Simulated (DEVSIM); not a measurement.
Structure: illuminated Si n-on-p cell, one wavelength, at 300 K.

Layer 1 from the left is Si, thickness (μm) 0.970, Nd (cm⁻³) 6e17, τn (s) 1.1e-6, τp (s) 3.6e-7, absorption coefficient (cm⁻¹) 6300. Layer 2 from the left is Si, thickness (μm) 71.0, Na (cm⁻³) 8.7e15, τn (s) 1.9e-6, τp (s) 1.9e-6, absorption coefficient (cm⁻¹) 6300.

Left contact: ohmic, minority hole recombination velocity 80000 cm/s. Right contact: ohmic, minority electron recombination velocity 20000 cm/s. Voltage is applied to the left contact. Recombination: SRH at mid-gap, radiative, Auger. Gap narrowing is on: ΔEg = 6.92 meV × (l + √(l² + 0.5)), l = ln(N/1.3e17 cm⁻³), shared equally by both band edges. Light enters at the left, 2.8e16 photons cm⁻² s⁻¹, one pass, no reflection. Mobility is μmin + (μ − μmin)/(1 + (N/Nref)^α).

This is a model device: material constants are rounded textbook-type values typed into the input, and sizes, dopings and lifetimes were drawn at random. Values at 300 K.

Si: gap (eV) 1.124, affinity (eV) 4.05, permittivity 11.7, Nc (cm⁻³) 2.86e19, Nv (cm⁻³) 3.1e19, μn (cm²/Vs) 1417, μp (cm²/Vs) 470, μn,min 52, μp,min 45, Nref,n 9.7e16, Nref,p 2.2e17, αn 0.68, αp 0.72, B (cm³/s) 4.7e-15, Cn (cm⁶/s) 2.8e-31, Cp (cm⁶/s) 9.9e-32.

Simulated with DEVSIM: 1D drift-diffusion, Boltzmann statistics, complete ionisation; no tunnelling, impact ionisation, image-force lowering or self-heating.

Dark forward current:

| |V| (V) | |J| (A/cm²) |
|---|---|
| 0.05 | 2.502e-9 |
| 0.10 | 9.227e-9 |
| 0.15 | 2.987e-8 |
| 0.20 | 1.028e-7 |
| 0.25 | 4.138e-7 |
| 0.30 | 2.025e-6 |
| 0.35 | 1.165e-5 |
| 0.40 | 7.391e-5 |
| 0.45 | 0.0004920 |
| 0.50 | 0.003345 |
| 0.55 | 0.02288 |
| 0.60 | 0.1537 |
| 0.65 | 0.9275 |
| 0.70 | 4.226 |
| 0.75 | 13.95 |
| 0.80 | 35.61 |
| 0.85 | 74.70 |
| 0.90 | 135.6 |
| 0.95 | 221.4 |
| 1.00 | 334.1 |
| 1.05 | 475.1 |
| 1.10 | 645.4 |
| 1.15 | 845.4 |
| 1.20 | 1075 |
| 1.25 | 1336 |
| 1.30 | 1626 |

Question: Work out the local ideality factor n = ΔV / (kT/q · ln(J2/J1)) between the rows 0.15 and 0.20 V, 0.50 and 0.55 V, 1.25 and 1.30 V.

Answer: kT/q = 25.85 mV. From 0.15 to 0.20 V: ln(1.028e-7/2.987e-8) = 1.236, n = 1.57. From 0.50 to 0.55 V: ln(0.02288/0.003345) = 1.923, n = 1.01, near the 1 of diffusion or emission over a barrier. From 1.25 to 1.30 V: ln(1626/1336) = 0.196, n = 9.85.

Question: What current could the absorbed light give at most, and what share is collected?

Answer: Σ αd = 45.3, so qΦ(1 − exp(−Σ αd)) = 4.49 mA/cm². The simulated short-circuit current is 3.739 mA/cm², a share of 0.83.

Question: Estimate the open-circuit voltage by superposition: the voltage at which the dark current equals that short-circuit current.

Answer: Interpolating ln J in the table gives 0.503 V. The simulation gives 0.503 V, the same within the digits that matter. Superposition holds where collection doesn't change with voltage.

Question: Estimate the fill factor from FF0 = (v − ln(v + 0.72))/(v + 1), v = qVoc/(nkT), with n from the dark curve.

Answer: The rows about Voc, 0.50 and 0.55 V, give n = 1.01, so v = 19.3 and FF0 = 0.803. The simulation gives 0.800, the same within the digits that matter.
